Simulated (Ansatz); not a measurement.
The parent structure is SrZrO$_{3}$ in the cubic perovskite structure (space group Pm-3m, No. 221).

```yaml
crystal:
  lattice:
    - [4.12994, 0.00000, 0.00000]
    - [0.00000, 4.12994, 0.00000]
    - [0.00000, 0.00000, 4.12994]
  atoms:
    - { symbol: Sr, position: [0.50000, 0.50000, 0.50000] }
    - { symbol: Zr, position: [0.00000, 0.00000, 0.00000] }
    - { symbol: O, position: [0.00000, 0.50000, 0.00000] }
    - { symbol: O, position: [0.50000, 0.00000, 0.00000] }
    - { symbol: O, position: [0.00000, 0.00000, 0.50000] }
```

Levels (all Ansatz, a quantum-chemistry and plane-wave program, PAW): PBEsol (420 eV, scalar-relativistic without spin-orbit coupling); HSE06 (420 eV, no spin-orbit coupling).

The geometry is relaxed with PBEsol.

- PBEsol band gap = 3.31 eV

Q: What does HSE06 give at this geometry for the band gap?

A: The band gap goes up by 1.59 eV, from 3.31 eV to 4.90 eV.

Single points use the geometry relaxed with PBEsol. HSE06 gaps are upper bounds (no full band path). No phonon test of stability was made. Many cubic perovskites are stable only at high temperature; tilts and polar distortions were not tested.
